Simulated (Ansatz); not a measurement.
Base system: ZrN in the rock salt structure (space group Fm-3m, No. 225).

```
ZrN
1.0
    0.00000     2.27612     2.27612
    2.27612     0.00000     2.27612
    2.27612     2.27612     0.00000
N Zr
1 1
Cartesian
  0.00000   0.00000   0.00000
  2.27612   2.27612   2.27612
```

Level of theory: plane-wave PAW DFT at the PBEsol level (Ansatz, a quantum-chemistry and plane-wave program, 420 eV), no SOC.

Before the change:

The pressure is 0.0 GPa.

The change: an isotropic linear strain of −4.79 %; the atoms relax in the strained cell.

Q: What does the calculation give for the pressure after the change?

A: The pressure goes from zero to 54.3 GPa.

Q: What does the calculation give for the energy relative to the base after the change?

A: The energy grows by 0.240 eV/atom.

No phonon test of stability was made. All final runs are without spin polarisation. An odd electron count without spin: ZrN.
